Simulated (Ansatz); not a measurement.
Ansatz (a quantum-chemistry and plane-wave program) run on SrSi3Ni (I4mm, 5 atoms in the cell): self-consistent single point.

Method: LDA (PW92), PAW files made with PBE (plane waves; Ansatz).

The change in words: lattice scaled by 0.98. Reference geometry:
```
SrSi3Ni
1.0
   -2.04924     2.04924     4.80423
    2.04924    -2.04924     4.80423
    2.04924     2.04924    -4.80423
Sr Si Ni
1 3 1
Direct
  0.59890   0.59890   0.00000
  0.00209   0.00209   0.00000
  0.34996   0.84996   0.50000
  0.84996   0.34996   0.50000
  0.24478   0.24478   0.00000
```

Reference input (self-consistent single point, DFT, LDA (PW92), plane waves, PAW files made with PBE): kpoints.mp_grid.grid = 10 10 10; hamiltonian.xc = lda; hamiltonian.pseudopotentials = {kind: paw} (the program's default PAW files); scf.occupations.method = gaussian; scf.occupations.width = 0.0037 Ry. This run's input differs from it in these lines:

```diff
@@ -2,5 +2,5 @@
   lattice:
-    - [-2.04924500, 2.04924500, 4.80422800]
-    - [2.04924500, -2.04924500, 4.80422800]
-    - [2.04924500, 2.04924500, -4.80422800]
+    - [-2.00826000, 2.00826000, 4.70814300]
+    - [2.00826000, -2.00826000, 4.70814300]
+    - [2.00826000, 2.00826000, -4.70814300]
   atoms:
```

Log, with long lists cut:

```
SCF iter   1: F=—  HF=-11047.286460 eV  |F-HF|=—  |Δ(HF+E_count)|=         —  Δρ=9.26e-2  dr2=4.56e0  ethr=3.10e-3  ⟨swp⟩=8.0  Hψ=15051  notcnv=0
all-band conjugate gradients solve this SCF's bands
preconditioner: auto → Kerker (q_TF=auto, 2.452 Å⁻¹)
SCF iter   2: F=—  HF=-11046.592677 eV  |F-HF|=—  |Δ(HF+E_count)|=   6.94e-1  Δρ=2.39e-2  dr2=6.37e-1  ethr=3.10e-3  ⟨swp⟩=2.7  Hψ=4699  notcnv=0  defer=81
   [... lines left out ...]
SCF iter   5: F=—  HF=-11046.372654 eV  |F-HF|=—  |Δ(HF+E_count)|=   2.13e-3  Δρ=7.61e-4  dr2=3.64e-4  ethr=4.46e-5  ⟨swp⟩=2.1  Hψ=3214  notcnv=0  defer=81
SCF iter   6: F=—  HF=-11046.372675 eV  |F-HF|=—  |Δ(HF+E_count)|=   2.05e-5  Δρ=2.51e-4  dr2=4.85e-5  ethr=9.10e-7  ⟨swp⟩=2.5  Hψ=4363  notcnv=0  defer=81
SCF iter   7: F=—  HF=-11046.372667 eV  |F-HF|=—  |Δ(HF+E_count)|=   7.40e-6  Δρ=3.42e-5  dr2=1.39e-6  ethr=1.21e-7  ⟨swp⟩=2.4  Hψ=3682  notcnv=0  defer=80
SCF iter   8: F=-11046.372667 eV  HF=-11046.372667 eV  |F-HF|=2.96e-8  |Δ(HF+E_count)|=   2.92e-7  Δρ=9.01e-6  dr2=5.30e-8  ethr=2.50e-10  ⟨swp⟩=9.8  Hψ=15328  notcnv=0
SCF 1 converged in 8 iterations: F = -11046.372667 eV  dr2 = 5.30e-8
Free energy (F): -11046.372667 eV
Internal energy: -11046.371238 eV  (E = F + TS)
E sigma→0 (E₀):  -11046.371953 eV
Entropy (-TS):   -0.001429 eV (-0.286 meV/atom)
Fermi energy:    12.254597 eV
--- Forces (eV/Å), atoms counted from 1 ---
  atom   1  Sr    -0.00000000     0.00000000    -0.03719397
  atom   2  Si    -0.00000000    -0.00000000     0.47589640
  atom   3  Si     0.00000000    -0.00000000    -0.02943991
  atom   4  Si    -0.00000000     0.00000000    -0.02943991
  atom   5  Ni     0.00000000     0.00000000    -0.37984891
--- Stress (GPa, compression-positive) ---
        8.892255       0.000000      -0.000000
        0.000000       8.892255      -0.000000
       -0.000000       0.000000       7.830778
  P = ⅓ Tr σ = 8.5384 GPa (85.384 kbar)
  The stress holds the Pulay correction. Without it, at fixed plane waves, as pw.x and ABINIT print it: P = 8.5139 GPa
```

The run converged in 8 iterations. Against the reference run the free energy rises by 26.4 meV/atom, the pressure goes from 0.79 to 8.54 GPa and the largest force goes from 0.357 to 0.476 eV/Å.

The starting cell comes from a database of computed structures (which also holds hypothetical and non-ambient phases and stackings), without a prior relaxation at this level. Its lattice was rescaled by a random factor within 2.5 % of one. For this run, on top of that: lattice scaled by 0.98. Spin polarisation is off. With a pressure of about 9 GPa the cell is away from its equilibrium volume at this level. Ansatz's pressure includes its estimate of the finite-basis (Pulay) stress.

Keys are those of Ansatz 0.2.
